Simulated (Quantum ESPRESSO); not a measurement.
Worked example: self-consistent single point of Zr (P6_3/mmc, 2 atoms in the cell) in Quantum ESPRESSO.

Method: PBE, SSSP 1.1.2 efficiency (PBE) pseudopotentials (plane waves; Quantum ESPRESSO 7.5).

The change in words: lattice scaled by 0.98. Reference geometry:
```yaml
crystal:
  lattice:
    - [3.20911, 0.00000, 0.00000]
    - [-1.60455, 2.77917, 0.00000]
    - [0.00000, 0.00000, 5.12412]
  atoms:
    - { symbol: Zr, position: [0.33333, 0.66667, 0.25000] }
    - { symbol: Zr, position: [0.66667, 0.33333, 0.75000] }
```

Reference input (self-consistent single point, DFT, PBE, plane waves, SSSP 1.1.2 efficiency (PBE) pseudopotentials): ecutwfc = 40 Ry; ecutrho = 320 Ry; occupations = smearing; smearing = gaussian; degauss = 0.0099958 Ry; potentials = {Zr: Zr_pbe_v1.uspp.F.UPF}; K_POINTS = automatic 16 16 9 0 0 0; conv_thr = 1e-10 Ry; mixing_beta = 0.3. This run's input differs from it in these lines:

```diff
@@ -11,4 +11,4 @@
   ibrav = 4
-  celldm(1) = 6.0643290605
-  celldm(3) = 1.596743770612
+  celldm(1) = 5.9430429229
+  celldm(3) = 1.596743765894
   nat = 2
```

Log, with long lists cut:

```
     Self-consistent Calculation

     iteration #  1     ecut=    40.00 Ry     beta= 0.30

---- Real-time Memory Report at c_bands before calling an iterative solver
           133 MiB given to the printing process from OS
            66 MiB allocation reported by mallinfo(arena+hblkhd)
------------------

     Threshold (ethr) on eigenvalues was too large:
     Diagonalizing with lowered threshold

---- Real-time Memory Report at c_bands before calling an iterative solver
           182 MiB given to the printing process from OS
            74 MiB allocation reported by mallinfo(arena+hblkhd)
------------------

   [... lines left out ...]
           191 MiB given to the printing process from OS
            80 MiB allocation reported by mallinfo(arena+hblkhd)
------------------

     negative rho (up, down):  1.265E-01 0.000E+00

     total energy              =    -198.29918170 Ry
     estimated scf accuracy    <          4.0E-10 Ry

     iteration # 11     ecut=    40.00 Ry     beta= 0.30

---- Real-time Memory Report at c_bands before calling an iterative solver
           191 MiB given to the printing process from OS
            80 MiB allocation reported by mallinfo(arena+hblkhd)
------------------

     negative rho (up, down):  1.265E-01 0.000E+00
     End of self-consistent calculation

     the Fermi energy is    15.5061 ev

!    total energy              =    -198.29918170 Ry
     estimated scf accuracy    <          3.1E-12 Ry
     smearing contrib. (-TS)   =      -0.00131919 Ry
     internal energy E=F+TS    =    -198.29786251 Ry

     convergence has been achieved in  11 iterations

     negative rho (up, down):  1.265E-01 0.000E+00

     Forces acting on atoms (cartesian axes, Ry/au):

     atom    1 type  1   force =     0.00000000    0.00000000    0.00000000
     atom    2 type  1   force =     0.00000000    0.00000000    0.00000000

     Total force =     0.000000     Total SCF correction =     0.000000

     negative rho (up, down):  1.265E-01 0.000E+00
          total   stress  (Ry/bohr**3)                   (kbar)     P=       90.50
   0.00059022   0.00000000   0.00000000           86.82        0.00        0.00
   0.00000000   0.00059022   0.00000000            0.00       86.82        0.00
   0.00000000   0.00000000   0.00066514            0.00        0.00       97.85

   JOB DONE.
```

The run converged in 11 iterations. Against the reference run the free energy rises by 46.5 meV/atom and the pressure goes from 2.27 to 9.05 GPa.

The starting cell comes from a database of computed structures (which also holds hypothetical and non-ambient phases and stackings), without a prior relaxation at this level. Its lattice was rescaled by a random factor within 2.5 % of one. For this run, on top of that: lattice scaled by 0.98. With a pressure of about 9 GPa the cell is away from its equilibrium volume at this level.

Cost on one core of a shared machine: roughly 40 s.
